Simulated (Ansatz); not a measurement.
SiC (model structure, started from the CdTe type, P6₄22, No. 181, 6 atoms in the cell), treated with r²SCAN+rVV10 (Ansatz, an electronic-structure program, PAW).

Settings: plane-wave cutoff 560 eV, 18×18×8 k mesh (along the axes of the cell as run), Fermi–Dirac smearing 0.05 eV, scalar-relativistic PAW data made under PBE.

Computed at the level's own relaxed cell.

```xyz
6
Lattice="3.0694 0.0000 0.0000 -1.5347 2.6582 0.0000 0.0000 0.0000 7.0352" Properties=species:S:1:pos:R:3 pbc="T T T"
Si    -0.7674     1.3291     4.6902
Si     0.7674     1.3291     0.0000
Si     1.5347     0.0000     2.3451
C     -0.7674     1.3291     1.1725
C      0.7674     1.3291     3.5176
C      1.5347     0.0000     5.8627
```

Task: List the 15 lowest band energies at Γ above −25 eV (eV, relative to the valence band maximum), grouping those that round alike.

Result: At Γ: -17.69, -15.02 (×2), -6.94 (×2), -3.31, -1.73 (×2), -0.33 (×2), -0.20, 0.00, 3.83 (×2), 4.74.

Note: the relaxation could raise the start's symmetry but not lower it, so the cell can be a saddle point.

A model structure was made by putting elements into a prototype or built by hand; it is no filed structure, need not be a known phase, and can be a saddle point held by its symmetry.
